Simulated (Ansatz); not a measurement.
Start from Al$_{2}$O$_{3}$ in the corundum structure (space group R-3c, No. 167; a = 4.8080 Å, c = 13.1216 Å (hexagonal axes)).

(Cell as relaxed with PBE.)

Levels (all Ansatz, a program for electronic structure, PAW, earlier PAW set): PBE (420 eV, spin-orbit coupling left out); PBEsol (420 eV, no spin-orbit coupling).

Each level relaxes its own structure.

```tsv
base	PBE	PBEsol
volume per atom	8.76 Å³	8.56 Å³
lattice parameter a	9.086 bohr	9.020 bohr
band gap	5.86 eV	6.04 eV
```

It is then changed as follows: a hydrostatic pressure of 4.5 GPa.

```json
[
 {"quantity": "mean gap deformation potential ΔEg/Δln V", "PBE": "-12.0 eV", "PBEsol": "…"},
 {"quantity": "valence-band top at Γ (three highest levels, from the VBM)", "PBE": "0.00, -0.04, -0.04 eV", "PBEsol": "…"},
 {"quantity": "electron mass", "PBE": "0.40 mₑ along c, 0.37 mₑ across (at Γ)", "PBEsol": "…"},
 {"quantity": "gap character", "PBE": "direct at Γ", "PBEsol": "…"},
 {"quantity": "volume per atom", "PBE": "8.59 Å³", "PBEsol": "…"}
]
```

### Question
Given the PBE results, estimate those of PBEsol.

### Answer

- mean gap deformation potential ΔEg/Δln V, PBEsol: -11.9 eV
- valence-band top at Γ (three highest levels, from the VBM), PBEsol: 0.00, -0.05, -0.05 eV
- electron mass, PBEsol: 0.41 mₑ along c, 0.38 mₑ across (at Γ)
- gap character, PBEsol: direct at Γ
- volume per atom, PBEsol: 8.41 Å³

PBE's volume per atom lies 0.187 Å³ above PBEsol's (2.2 %); the two agree on the gap character. Neither level is exact; PBEsol is the comparison here, not a measurement.

Load acts through the strain it causes; cell and atoms are relaxed under it. Effective masses come from finite differences of ±0.01 Å⁻¹. Stability against distortions was not tested.
